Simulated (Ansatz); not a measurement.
Al3Pd2 under a change: isotropic strain −1.10 %

Take Al₃Pd₂ (space group P-3m1, No. 164; a = 4.210 Å, c = 5.140 Å; a cell from a computed database, its experimental status unchecked) as the base.

Perturbation: every lattice vector is shortened by 1.10 %; the atoms relax in the strained cell.

Calculations: PBEsol (Ansatz, a quantum-chemistry and plane-wave program, PAW, spin-orbit coupling left out). Γ-centred 13×13×9 mesh, Fermi–Dirac width 0.05 eV.

Volume per atom: 15.26 Å³ (base 15.78 Å³)
Space group: P-3m1 (No. 164) (base P-3m1 (No. 164))
Shortest interatomic distance: 248.5 pm (base 251.7 pm)
Energy relative to the base (free energy F): +7.9 meV/atom
Pressure (mean of the normal stresses, compression positive): 5.0 GPa (base 0.0 GPa)
Band gap: zero (base zero)

Final structure:

```
Al3Pd2
1.0
    4.16376     0.00000     0.00000
   -2.08188     3.60592     0.00000
    0.00000     0.00000     5.08299
Al Pd
3 2
Cartesian
  0.00000   0.00000   0.00000
  0.00000   2.40395   3.27762
  2.08188   1.20197   1.80537
  0.00000   2.40395   0.79268
  2.08188   1.20197   4.29031
```

No phonon test of stability was made. All final runs are without spin polarisation.
